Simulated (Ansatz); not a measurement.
Results of r²SCAN+SOC (Ansatz, an electronic-structure program, PAW) for L1₂ (Cu3Au-type) Pt3Ti.

Settings: plane-wave cutoff 560 eV, 14×14×14 k mesh, Fermi–Dirac smearing 0.05 eV, PAW data made under PBE.

The volume scan:

| V (Å³/atom) | E − E_lowest (meV/atom) | P (GPa) |
|---|---|---|
| 14.138 | 49.36 | 18.64 |
| 14.439 | 21.03 | 11.67 |
| 14.740 | 5.04 | 5.49 |
| 15.041 | 0.00 | 0.00 |
| 15.341 | 4.66 | -4.87 |
| 15.642 | 17.93 | -9.18 |
| 15.943 | 38.82 | -13.00 |

### Question
What bulk modulus B0 and pressure derivative B′ does a third-order Birch–Murnaghan fit give?

### Answer
V0 = 15.040 Å³/atom, B0 = 258 GPa, B′ = 5.0 (fit to the energies at full precision).

Measured, for comparison: equilibrium volume per atom 15.01 Å³/atom (temperature not stated, not corrected to a static lattice; as tabulated in Molecular Dynamics Simulations of PtTi High-Temperature Shape Memory Alloys …). Computed less measured: equilibrium volume per atom +0.2 %.

The computed numbers hold no vibrational or temperature effects.

Computing time: about 100 core-minutes (a rough figure).
